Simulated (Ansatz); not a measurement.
## TiAl3 under a change: Al vacancy, symmetric start

Consider a 20-atom supercell of TiAl₃ (space group I4/mmm, No. 139; a = 3.8162 Å, c = 8.5513 Å) at its relaxed geometry.

The change: one Al atom is removed, atoms relaxed at fixed cell.

Calculations: PBEsol (Ansatz, an electronic-structure program; PAW; 420 eV plane waves; spin-orbit coupling left out). Settings: 6×6×6 k-points, 0.05 eV Fermi–Dirac smearing.

```json
[
 {"quantity": "pressure", "base": "0.0 GPa", "changed": "-0.8 GPa", "shift": "-0.8 GPa"},
 {"quantity": "energy gained by relaxation", "base": "–", "changed": "0.04 eV", "shift": "–"},
 {"quantity": "largest displacement of a host atom from its site in the perfect cell", "base": "–", "changed": "0.05 Å", "shift": "–"},
 {"quantity": "mean distance from the defect site to its nearest host atoms", "base": "2.70 Å", "changed": "2.74 Å", "shift": "+0.04 Å"}
]
```

Final structure:

```xyz
19
Lattice="-5.7243 1.9081 4.2756 5.7243 -1.9081 4.2756 1.9081 5.7243 -4.2756" Properties=species:S:1:pos:R:3 pbc="T T T"
Al     3.7894    -0.0302     4.2756
Al     0.0302     3.7894     4.2756
Al     1.8779     1.9348     0.0000
Al    -1.8813     5.7544     0.0000
Al     0.0001     1.8933     2.1691
Al     3.8162     1.9081     2.1378
Al     0.0148     5.7244     2.1066
Al     1.9080     3.8310    -2.1066
Al     1.8933    -0.0001     6.3822
Al     1.8933    -0.0001     2.1691
Al     0.0001     1.8933     6.3822
Al     1.9080     3.8310     2.1066
Al    -1.9081     3.8162     2.1378
Al     0.0148     5.7244    -2.1066
Ti     0.0000     0.0000     0.0000
Ti    -1.9198     1.9526     4.2756
Ti    -0.0445     3.8045     0.0000
Ti     1.9526     1.9198     4.2756
Ti     3.8279     3.7717     0.0000
```

The cell is small, so the values are those of an ordered compound at a high defect concentration; dilute-limit values will differ. The defect started on the symmetric site and kept its symmetry, so it may sit on a saddle. All final runs are without spin polarisation. The defect cell is not spin-polarised.
